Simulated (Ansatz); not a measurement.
Results of PBE-D4 (PAW; Ansatz, an electronic-structure program) for AlB2-type HfB₂.

Settings: plane-wave cutoff 520 eV, 24×24×16 k mesh (along the axes of the cell as run), Fermi–Dirac smearing 0.05 eV, scalar-relativistic PAW data made under PBE.

Shape and atoms are relaxed at each volume.

Pressure at four volumes; x = ln(V/9.726 Å³). One pressure is withheld.

| V (Å³/atom) | x | P (GPa) |
|---|---|---|
| 9.337 | -0.0408 | 11.38 |
| 9.726 | 0.0000 | 0.00 |
| 9.921 | 0.0199 | -4.91 |
| 10.115 | 0.0392 | ? |

### Question
Pass a parabola P(x) through the three rows shown, estimate the bulk modulus and its pressure derivative near zero pressure, and predict the withheld pressure.

### Answer
Slopes between the rows: (0.00 − (11.38))/(0.0000 − (-0.0408)) = -278.92 and (-4.91 − (0.00))/(0.0199 − (0.0000)) = -246.73 GPa. Their difference over the span 0.0607 is c = 32.19/0.0607 = 530.3 GPa, so P(x) = 11.38 + (-278.92)(x − (-0.0408)) + 530.3 (x − (-0.0408))(x − (0.0000)). At the middle row B = −dP/dx = −[-278.92 + 530.3 × 0.0408] = 257.3 GPa, and B′ = dB/dP = 2c/B = 4.1. At x = 0.0392 the parabola gives -9.27 GPa; the run gives -9.37 GPa. The Birch–Murnaghan fit to the energies at all volumes has B0 = 258 GPa and B′ = 3.9.

Measured, for comparison: bulk modulus 282 GPa (room temperature, no zero-point or thermal correction, hydrostatic curve from radial diffraction; as tabulated in Experimental and computational studies of compression and deformation behavior …). Computed (rounded) less measured: bulk modulus -9 %.

Note: the bulk modulus comes from volumes at which shape and atoms were relaxed.

Spin–orbit coupling is not included.
